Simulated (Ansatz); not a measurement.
System: Ti₃Al (P6₃/mmc, No. 194). Method: LDA in Ansatz (plane waves, PAW).

Run with plane-wave cutoff 520 eV, 12×12×14 k mesh (along the axes of the cell as run), Fermi–Dirac smearing 0.02 eV (set by the program), no spin polarisation, scalar-relativistic PAW data made under PBE.

Cell (relaxed at this level):

```xyz
8
Lattice="5.6158 0.0000 0.0000 -2.8079 4.8634 0.0000 0.0000 0.0000 4.5669" Properties=species:S:1:pos:R:3 pbc="T T T"
Al     0.0000     3.2423     1.1417
Al     2.8079     1.6211     3.4251
Ti     2.8079     3.2129     1.1417
Ti    -1.3785     4.0382     3.4251
Ti     1.4294     0.8253     1.1417
Ti     0.0000     1.6505     3.4251
Ti     4.1864     0.8253     1.1417
Ti     1.3785     4.0382     3.4251
```

Q: Estimate the Voigt–Reuss–Hill bulk modulus, polycrystal shear modulus (Hill average), Young modulus and Poisson ratio that the calculation returns.

A: 
- Voigt–Reuss–Hill bulk modulus = 129 GPa
- polycrystal shear modulus (Hill average) = 60.7 GPa
- Young modulus = 157 GPa
- Poisson ratio = 0.297

Note: the volume lies 7 % below that of the published cell.

Elastic constants are with the ions relaxed.

It cost very roughly 80 core-minutes of CPU time.

Ansatz is a quantum-chemistry and plane-wave program.
